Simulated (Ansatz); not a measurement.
System: fluorite CoSi2. Method: LDA (plane waves, PAW; Ansatz, a quantum-chemistry and plane-wave program).

Total energies, extrapolated to zero smearing (they compare only within this program, potentials and cutoff):

Magnetic elements are taken in their magnetic phases.

```csv
system,energy (eV/atom)
"fluorite CoSi2, relaxed",-2093.9748
hcp Co,-5062.7697
diamond-structure Si,-608.6487
```

**Question.** Work out the enthalpy of formation per atom.

**Answer.** ΔH_f ≈ ΔE = -2093.9748 − [1 × (-5062.7697) + 2 × (-608.6487)]/3 = -0.619 eV/atom (0 K, no vibrations). The reference value is -0.362 ± 0.01 eV/atom (measured, 298 K, copied from a table, unchecked, no zero-point or thermal correction; as tabulated in Wang et al. (2021), doi:10.1038/s41598-021-94550-5), a difference of -0.257 eV/atom.

The PAW data were made under PBE.
